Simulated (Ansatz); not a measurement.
The starting structures come from a database of crystals and need not be the phases stable at ambient conditions.

 Where the default PAW files enter, the runs use the earlier of Ansatz's two default sets.

## Evanescent states of Na3Sb (P6_3/mmc, not sure to be the ambient phase, 8 atoms a cell, 29.0 Å³ an atom) along the normal of (001)

All values below come from PBEsol (plane waves, PAW; Ansatz, a quantum-chemistry and plane-wave program).

The gap is the functional's own. No spin-orbit coupling. Mid-gap values are interpolated on the energy grid.

Energies count from the valence-band top; κ is the least over a 12×12 mesh across the current.

```tsv
E (eV)	κ (1/Å)	where
0.03	0.056	Γ
0.07	0.057	Γ
0.12	0.056	Γ
0.17	0.055	Γ
0.23	0.052	Γ
0.28	0.047	Γ
0.33	0.040	Γ
0.38	0.028	Γ
```

Task: How thick must the barrier be to attenuate the transmission by 10^8 when the electrodes' Fermi level lies at 0.17 eV, and what attenuation does that film give at 0.38 eV?

Result: d = 8 ln 10 / (2 × 0.055) = 167.5 Å. At 0.38 eV it gives 8 × 0.028/0.055 = 4.1 decades.
